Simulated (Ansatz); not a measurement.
The starting structures come from a database of crystals and need not be the phases stable at ambient conditions.

By PBEsol, the system below comes out a metal.

A figure of merit of an interconnect metal is its ballistic conductance per area.

Data:

```yaml
crystal:
  lattice:
    - [6.05326, 0.00000, 0.00000]
    - [0.00000, 6.05326, 0.00000]
    - [3.02663, -3.02663, 5.57974]
  atoms:
    - { symbol: Si, position: [0.25000, 0.75000, 0.50000] }
    - { symbol: Si, position: [0.75000, 0.25000, 0.50000] }
    - { symbol: B, position: [0.62095, 0.87905, 0.00000] }
    - { symbol: B, position: [0.37905, 0.12095, 0.00000] }
    - { symbol: B, position: [0.12095, 0.62095, 0.00000] }
    - { symbol: B, position: [0.87905, 0.37905, 0.00000] }
    - { symbol: Mo, position: [0.00000, 0.00000, 0.00000] }
    - { symbol: Mo, position: [0.50000, 0.50000, 0.00000] }
    - { symbol: Mo, position: [0.19619, 0.97571, 0.27952] }
    - { symbol: Mo, position: [0.80381, 0.02429, 0.72048] }
    - { symbol: Mo, position: [0.02429, 0.47571, 0.27952] }
    - { symbol: Mo, position: [0.97571, 0.52429, 0.72048] }
    - { symbol: Mo, position: [0.52429, 0.30381, 0.27952] }
    - { symbol: Mo, position: [0.47571, 0.69619, 0.72048] }
    - { symbol: Mo, position: [0.69619, 0.80381, 0.27952] }
    - { symbol: Mo, position: [0.30381, 0.19619, 0.72048] }
```

Space group of this cell: I4/mcm. The cell is taken as given; by PBEsol its mean pressure is -8.6 GPa.

The current flows along the normal of the first two printed cell vectors, the (001) plane of the conventional cell. No spin-orbit coupling; the value is a mean over 0.1 eV about the Fermi level.

Problem. Compute, with PBEsol (Ansatz, a first-principles code), the ballistic conductance per area.

Solution. 0.76 × 10¹⁵ S/m² for both spins.
